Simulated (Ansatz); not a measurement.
Base system: CeO2 in the fluorite structure (space group Fm-3m, No. 225; a = 5.437 Å).

Calculations: r2SCAN (Ansatz, a program for electronic structure), no spin-orbit coupling.

Base values:

```
Quantity                          Value
-----------------------------  --------
Smallest direct gap             2.30 eV
Width of the top valence band   0.80 eV
Band gap                        2.20 eV
Volume per atom                13.40 Å³
```

Perturbation: a hydrostatic pressure of 22.5 GPa.

Question: Predict the new smallest direct gap.

Answer: The smallest direct gap goes up by 0.338 eV to 2.63 eV.

Question: Estimate the effect on the width of the top valence band.

Answer: The width of the top valence band increases by 0.15 eV to 0.95 eV.

Question: Predict the new band gap.

Answer: The band gap increases by 0.32 eV, from 2.20 eV to 2.52 eV.

Question: What happens to the volume per atom?

Answer: The volume per atom drops by 1.22 Å³ (13.40 Å³ → 12.18 Å³).

Load acts through the strain it causes; cell and atoms are relaxed under it. Stability against distortions was not tested. No other phases were tried under pressure. Starting moments died away, wholly or in part, for the base; another magnetic solution may exist. All final runs are without spin polarisation.
